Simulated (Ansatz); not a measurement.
The parent structure is CaF2 (space group Pmc2_1, No. 26; a = 3.4697 Å, b = 4.1055 Å, c = 5.8761 Å; a cell from a computed database, its experimental status unchecked).

Perturbation: an isotropic linear strain of −4.13 %; the atoms relax in the strained cell.

Levels (all Ansatz, an electronic-structure program, PAW): PBEsol (420 eV, no spin-orbit coupling); r2SCAN (500 eV, no spin-orbit coupling); HSE06 (420 eV, no SOC).

At the geometry relaxed with PBEsol, these levels gave the following band gaps, in shuffled order: (a) 6.59 eV, (b) 9.00 eV, (c) 7.38 eV.

Q: Match each gap to its level.

A: (a) PBEsol; (b) HSE06; (c) r2SCAN.

Single points use the geometry relaxed with PBEsol. HSE06 gaps are upper bounds (no full band path). Stability against distortions was not tested.
